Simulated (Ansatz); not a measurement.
The parent structure is ZnSe in the zinc blende structure (space group F-43m, No. 216; a = 5.634 Å).

Modification: Mg takes the place of Zn on all its sites, then cell and atoms are relaxed.

Levels (all Ansatz, a first-principles code, PAW, earlier PAW set): PBEsol (420 eV, scalar-relativistic without spin-orbit coupling); HSE06+SOC (420 eV, with spin-orbit coupling).

The geometry is relaxed with PBEsol.

| Quantity | Result |
|---|---|
| PBEsol valence-band top at Γ | 0.00, 0.00, 0.00 eV |
| PBEsol lowest conduction level above the VBM at special points | Γ 2.52 eV; X 3.29 eV; L 4.15 eV |

Problem. Predict the valence-band top at Γ and lowest conduction level above the VBM at special points from HSE06+SOC.

Solution. The valence-band top at Γ (three highest Kramers pairs, from the VBM) becomes 0.00, 0.00, -0.42 eV (PBEsol: 0.00, 0.00, 0.00 eV); the lowest conduction level above the VBM at special points changes from Γ 2.52 eV; X 3.29 eV; L 4.15 eV to Γ 3.51 eV; X 4.17 eV; L 5.13 eV. The threefold valence maximum splits by Δso ≈ 0.42 eV.

Single points use the geometry relaxed with PBEsol. The spin-orbit shifts are approximate. The levels and masses belong to the bands next to the band gap. Whether these cells are dynamically stable was not tested. For MgSe in this form, whether it has been made was not checked. This is not the structure that MgSe has at room temperature and ambient pressure.
